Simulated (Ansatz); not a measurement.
Si (diamond structure), Σ3 (112) [1-10] symmetric tilt. One As atom replaces one Si atom in a bicrystal of 36 atoms (one solute to 37 Å² of one boundary, a high coverage); atoms relaxed, cell held. Energies count from the site farthest from both boundaries, which lies only 4.7 Å away; negative means that the solute is drawn to the site. The cell is neutral, and spin is allowed where the electrons are odd. k-points: Γ-centred 3×6×1 mesh; occupations: Fermi-Dirac, 0.050 eV; spin-polarised, moments started parallel. Scalar-relativistic, no spin-orbit coupling.

Sites tried, by distance from the nearest boundary plane (Å): 0.00, 0.00, 1.20, 2.18.

Problem. Does As segregate by Ansatz (a program for electronic structure) with PBE, and with what energy at each site?

Solution. 0.00 Å: -0.62 eV; 0.00 Å: -0.04 eV; 1.20 Å: -0.13 eV; 2.18 Å: 0.04 eV. The most favoured site tried binds it by 0.62 eV.
